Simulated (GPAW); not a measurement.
Band structure of Cd (P6_3/mmc, 2 atoms in the cell).

```
CELL_PARAMETERS angstrom
      1.50192    -2.60140     0.00000
      1.50192     2.60140     0.00000
      0.00000     0.00000     5.66496
ATOMIC_POSITIONS crystal
  Cd 0.33333 0.66667 0.25000
  Cd 0.66667 0.33333 0.75000
```

Method of the run: PBE, GPAW PAW datasets PBE (gpaw-data 1.0.1) (plane waves; GPAW).

Settings: mode = pw; ecut = 600 eV; xc = PBE; kpts = 13 13 6; mesh shift (steps) = 0 0 0; occupations.name = methfessel-paxton; occupations.width = 0.1 eV; occupations.order = 0; nbands = -6; convergence.density = 1e-05 e/electron; symmetry.symmorphic = false; symmetry.tolerance = 0.0005; maxiter = 150; bandpath_npoints = 40.

The starting cell has typed, rounded lattice constants, without a prior relaxation at this level. Its lattice was rescaled by a random factor within 2.5 % of one.

Levels in eV from the Fermi level, bands 9 to 16:
| point | 9 | 10 | 11 | 12 | 13 | 14 | 15 | 16 |
|---|---|---|---|---|---|---|---|---|
| Γ | -8.67 | -8.43 | -8.43 | -3.04 | -2.96 | 10.19 | 13.80 | 14.42 |
| M | -8.17 | -8.15 | -2.30 | -1.84 | 1.88 | 2.96 | 3.02 | 5.17 |
| K | -8.55 | -8.55 | -0.01 | -0.01 | 0.40 | 4.24 | 4.69 | 4.69 |
| A | -8.54 | -8.54 | -7.25 | -7.25 | 3.61 | 3.61 | 14.08 | 14.08 |
| L | -8.16 | -8.16 | -1.51 | -1.51 | 0.03 | 0.03 | 7.83 | 7.83 |
| H | -8.45 | -8.45 | 1.01 | 1.01 | 1.43 | 1.43 | 1.81 | 1.81 |

Bands cross the Fermi level along this path, so the cell is metallic at this level.
